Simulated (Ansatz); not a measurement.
Cells marked so need not be the phases stable at ambient conditions, and some may be hypothetical.

 Where the default PAW files enter, the runs use the earlier of Ansatz's two default sets.

The gap is the functional's own. No spin-orbit coupling. Mid-gap values are interpolated on the energy grid.

A. K3P (P6_3/mmc, not sure to be the ambient phase, 8 atoms a cell, 34.9 Å³ an atom), along the normal of (001)
B. CaClF (P4/nmm, not sure to be the ambient phase, 6 atoms a cell, 17.1 Å³ an atom), along the normal of (100)
C. Al4C3 (R-3m, not sure to be the ambient phase, 7 atoms a cell, 11.4 Å³ an atom), along the normal of (101)
D. Li$_{2}$Se (Fm-3m, anti-fluorite, not sure to be the ambient phase, 3 atoms a cell, 17.6 Å³ an atom), along the normal of (110)
E. RbAlF₄ (P4/mmm, not sure to be the ambient phase, 6 atoms a cell, 13.9 Å³ an atom), along the normal of (100)

### Question
Order them by mid-gap decay constant of the slowest evanescent state (highest first) at the level r2SCAN run with Ansatz (a quantum-chemistry and plane-wave program).

### Answer
E (0.56 1/Å), B (0.44 1/Å), D (0.26 1/Å), C (0.19 1/Å), A (0.08 1/Å)
